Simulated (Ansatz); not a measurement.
Input:

```yaml
crystal:
  lattice:
    - [3.85455, 0.00000, 0.00000]
    - [-1.92728, 3.33814, -0.02203]
    - [0.00000, -0.04505, 6.82632]
  atoms:
    - { symbol: K, position: [0.00000, 0.00000, 0.00000] }
    - { symbol: K, position: [0.00000, 0.00000, 0.50000] }
    - { symbol: H, position: [0.33333, 0.66667, 0.25000] }
    - { symbol: H, position: [0.66667, 0.33333, 0.75000] }
```

No spin polarisation.

Method: PBEsol/PAW in Ansatz (a program for electronic structure), no spin-orbit coupling. Γ-centred 10×10×5 mesh, Fermi–Dirac width 0.05 eV.

**Question.** Estimate the electron mass.

**Answer.** 0.31 mₑ along z, 0.68 mₑ across (at Γ).

**Question.** Estimate the pressure (mean of the normal stresses, compression positive).

**Answer.** 0.00 GPa.

**Question.** Predict the band gap.

**Answer.** 3.25 eV.

The cells carry an imposed strain or load. Masses are band curvatures over ±0.01 Å⁻¹ around the edge. No phonon test of stability was made. The cell was made from KH in the NiAs type structure (space group P6_3/mmc, No. 194; a hypothetical phase, not in the database extracts checked) by this change: tensor shear ε_yz = −0.66 %.
